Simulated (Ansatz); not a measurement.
The reference is Tl in the diamond structure (space group Fd-3m, No. 227; a = 6.869 Å; a hypothetical phase, not in the database extracts checked).

Modification: a hydrostatic pressure of 0.7 GPa.

Levels (all Ansatz, a program for electronic structure, PAW): PBEsol (420 eV, no spin-orbit coupling); PBEsol+SOC (420 eV, spin-orbit coupling included).

The geometry is relaxed with PBEsol.

| Item | Value |
|---|---|
| PBEsol pressure | 0.7 GPa |

With PBEsol+SOC at the same geometry, the pressure drops by 0.6 GPa, from 0.7 GPa to 0.1 GPa.

Single points use the geometry relaxed with PBEsol. Differences between runs with and without spin-orbit coupling are approximate. Load acts through the strain it causes; cell and atoms are relaxed under it. Stability against distortions was not tested.
